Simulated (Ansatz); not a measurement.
AlP (model structure, started from the BN type, Pm-3n, No. 223, 12 atoms in the cell): properties by level of theory

```csv
level (code),lattice constant a (Å),cohesive energy (eV/atom)
LDA (Ansatz),6.680,4.61
PBE (Ansatz),6.767,3.92
PBEsol (Ansatz),6.726,4.24
PBE-D3(BJ) (Ansatz),6.712,4.16
```

Ansatz's density-functional and Hartree–Fock values are scalar-relativistic unless marked +SOC, with PAW data made under PBE.

Free atoms are spin-polarised, in the lowest state found; at levels without +SOC their spin–orbit coupling is left out.

Computed values are for the static lattice.

A model structure was made by putting elements into a prototype or built by hand; it is no filed structure, need not be a known phase, and can be a saddle point held by its symmetry.

Ansatz is a first-principles code.
